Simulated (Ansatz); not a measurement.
Results of r²SCAN+rVV10 (PAW; Ansatz, a first-principles code) for Hf3Si2 (P4/mbm, No. 127; cell taken from a computed entry).

Numerical settings: plane-wave cutoff 560 eV, 8×8×16 k mesh (along the axes of the cell as run), Fermi–Dirac smearing 0.05 eV, scalar-relativistic PAW data made under PBE.

Computed at the level's own relaxed cell.

Question: What does this level give for the lattice constant a and lattice parameter c?

Answer: 
- lattice constant a: 6.987 Å
- lattice parameter c: 3.645 Å

The run finds no gap.

Note: the relaxation could not lower the start's symmetry, so the cell can be a saddle point above a distorted one.

Spin–orbit coupling is not included; it can open a gap where bands touch, and shift volumes and moduli.

Computed values are for the static lattice.

It cost very roughly 40 core-minutes of CPU time.
